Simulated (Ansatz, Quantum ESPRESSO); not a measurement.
# Code comparison for Ir (Fm-3m, 1 atom in the cell)

Self-consistent single point.

```yaml
crystal:
  lattice:
    - [0.00000, 1.92000, 1.92000]
    - [1.92000, 0.00000, 1.92000]
    - [1.92000, 1.92000, 0.00000]
  atoms:
    - { symbol: Ir, position: [0.00000, 0.00000, 0.00000] }
```

Shared settings, as Ansatz (a program for electronic structure) writes them: kpoints.mp_grid.grid = 10 10 10; magnetization.spin_orbit = true; scf.occupations.method = fermi_dirac; scf.occupations.width = 0.1 eV. Potentials and cutoffs stand in the table.

```csv
code,model,pressure (GPa),cutoff
Ansatz,"PBE with spin-orbit coupling, default PAW files",9.67,420 eV
Quantum ESPRESSO,"PBE, spin-orbit coupling, PSlibrary fully relativistic PAW (PBE) pseudopotentials",9.32,65 Ry
```

The spread over the programs that give each value: pressure within 0.35 GPa.

Ansatz's pressure is given at a fixed set of plane waves, as the other plane-wave codes print theirs; with its correction for the finite basis it is 9.76 GPa.

The starting cell has typed, rounded lattice constants, without a prior relaxation at this level.

Left out of this page: ABINIT (failed or unconverged); Elk, FLEUR and SIESTA (not drawn, or without a comparable value).

Keys are those of Ansatz 0.2.
